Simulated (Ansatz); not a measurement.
The reference is TiAl (space group P4/mmm, No. 123; relaxed with 0.1 eV smearing).

```cif
data_AlTi
_chemical_formula_sum 'Ti1 Al1'
_space_group_name_H-M_alt 'P4/mmm'
_space_group_IT_number 123
_space_group_name_Hall '-P 4 2'
_cell_length_a 2.81271
_cell_length_b 2.81271
_cell_length_c 4.06160
_cell_angle_alpha 90.000
_cell_angle_beta 90.000
_cell_angle_gamma 90.000
loop_
_atom_site_label
_atom_site_type_symbol
_atom_site_symmetry_multiplicity
_atom_site_Wyckoff_symbol
_atom_site_fract_x
_atom_site_fract_y
_atom_site_fract_z
_atom_site_occupancy
Ti1 Ti 1 a 0.00000 0.00000 0.00000 1
Al1 Al 1 d 0.50000 0.50000 0.50000 1
```

Level of theory: r2SCAN/PAW in Ansatz (an electronic-structure program), no SOC.

For the base:

The pressure is 0.0 GPa.

Now apply this change: every lattice vector is stretched by 2.00 %; the atoms relax in the strained cell.

### Question
What happens to the energy relative to the base and pressure?

### Answer
The energy increases by 21 meV/atom; the pressure (mean of the normal stresses, compression positive) goes from zero to -6.4 GPa.

Stability against distortions was not tested. The final runs are not spin-polarised.
